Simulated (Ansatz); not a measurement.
Base system: TiAl (space group P4/mmm, No. 123; a = 2.824 Å, c = 4.075 Å; relaxed with 0.1 eV smearing).

The values are results of PBE in Ansatz (plane waves to 420 eV, PAW, no spin-orbit coupling), not measurements.

Before the change:

The pressure comes out as 0.0 GPa.

Now apply this change: every lattice vector is shortened by 2.50 %; the atoms relax in the strained cell.

Predict the new energy relative to the base.

The energy increases by 35 meV/atom.

What happens to the pressure?

The pressure (mean of the normal stresses, compression positive) goes from zero to 10.0 GPa.

Whether these cells are dynamically stable was not tested. The final runs are not spin-polarised.

Ansatz is a program for electronic structure.
